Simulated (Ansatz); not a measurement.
Troubleshooting Ansatz (a program for electronic structure): a failed run on Ge2Sb2Te5 (P1, 9 atoms in the cell). The aim is a self-consistent single point with DFT, revPBE, plane waves, PAW files made with PBE.

Cell that was meant: a = 4.2648 Å, b = 4.2648 Å, c = 17.9991 Å, α = 90.00°, β = 90.00°, γ = 120.00°.

Part of the input:

Ansatz 0.2 input:
```yaml
    - [-2.132415, 3.693451, 0.000000]
    - [0.000000, 0.000000, 17.999110]
  atoms:
    - { symbol: Ge, position_ang: [0.019254, 0.041274, 0.331364] }
    - { symbol: Ge, position_ang: [0.001073, 0.003040, 0.667173] }
    - { symbol: Sb, position_ang: [0.303767, 0.641744, 0.116760] }
    - { symbol: Sb, position_ang: [0.660748, 0.323122, 0.885898] }
    - { symbol: Te, position_ang: [0.004293, -0.000292, 0.000900] }
    - { symbol: Te, position_ang: [0.327172, 0.651377, 0.791151] }
    - { symbol: Te, position_ang: [0.667898, 0.343520, 0.209060] }
    - { symbol: Te, position_ang: [0.330341, 0.665730, 0.410596] }
    - { symbol: Te, position_ang: [0.685458, 0.330479, 0.587095] }
basis:
  ecutwfc: 420.0
kpoints:
```

Output, abridged:

```
WARN ansatz: RAYON_NUM_THREADS=1 ignored (pool sized by the plan → 1); use --threads N
Pseudopotentials: kind: paw
Pseudopotential: Ge, paw, valence charge 14
Pseudopotential: Sb, paw, valence charge 15
Pseudopotential: Te, paw, valence charge 16
Error: SCF: the overlap matrix is not positive definite, so this SCF or pass stopped before solving anything: energies and bands computed with it would not be physical. With PAW pseudopotential files every eigenvalue of that matrix must be above 0; at 13 of 13 k-points the lowest is not, and the worst, at k-point 9 (counted from zero), is -7.7e-1 (as computed, with no allowance for rounding). The cause is the files, the structure or the cutoff, not the eigensolver. Where the projector spheres of two atoms overlap (a projector without an augmentation charge has none), move the closest atoms apart or use files with smaller projector spheres; norm-conserving files [...]
```

Task: From the messages shown, name the fault and mend the input.

Result: The fault is this: fractional positions typed under position_ang; here the program stops on it instead of giving results. To fix it, make label and numbers agree, by changing either. The program stopped before any SCF iteration.

The sound input it was made from differs as follows (other fixes are possible):
```diff
-    - { symbol: Ge, position_ang: [0.019254, 0.041274, 0.331364] }
-    - { symbol: Ge, position_ang: [0.001073, 0.003040, 0.667173] }
-    - { symbol: Sb, position_ang: [0.303767, 0.641744, 0.116760] }
-    - { symbol: Sb, position_ang: [0.660748, 0.323122, 0.885898] }
-    - { symbol: Te, position_ang: [0.004293, -0.000292, 0.000900] }
-    - { symbol: Te, position_ang: [0.327172, 0.651377, 0.791151] }
-    - { symbol: Te, position_ang: [0.667898, 0.343520, 0.209060] }
-    - { symbol: Te, position_ang: [0.330341, 0.665730, 0.410596] }
-    - { symbol: Te, position_ang: [0.685458, 0.330479, 0.587095] }
+    - { symbol: Ge, position_ang: [-0.005909, 0.152447, 5.964185] }
+    - { symbol: Ge, position_ang: [-0.001921, 0.011232, 12.008412] }
+    - { symbol: Sb, position_ang: [-0.072950, 2.370250, 2.101630] }
+    - { symbol: Sb, position_ang: [2.128941, 1.193439, 15.945376] }
+    - { symbol: Te, position_ang: [0.018929, -0.001075, 0.016307] }
+    - { symbol: Te, position_ang: [0.006325, 2.405833, 14.240050] }
+    - { symbol: Te, position_ang: [2.115951, 1.268771, 3.762768] }
+    - { symbol: Te, position_ang: [-0.010764, 2.458841, 7.390453] }
+    - { symbol: Te, position_ang: [2.218641, 1.220612, 10.567277] }
```

With that input, the run converged in 10 iterations: free energy E − TS (on the zero of these files) -56512.2434 eV; pressure 1.18 GPa; largest force (vector length) 0.741 eV/Å (DFT, revPBE, plane waves, PAW files made with PBE).

On the sound input: the starting cell comes from a database of computed structures (which also holds hypothetical and non-ambient phases and stackings), without a prior relaxation at this level. Its atoms were displaced at random from the sites of space group no. 164. Ansatz's pressure includes its estimate of the finite-basis (Pulay) stress. A gap is left out here, as mesh or smearing make it unsure.
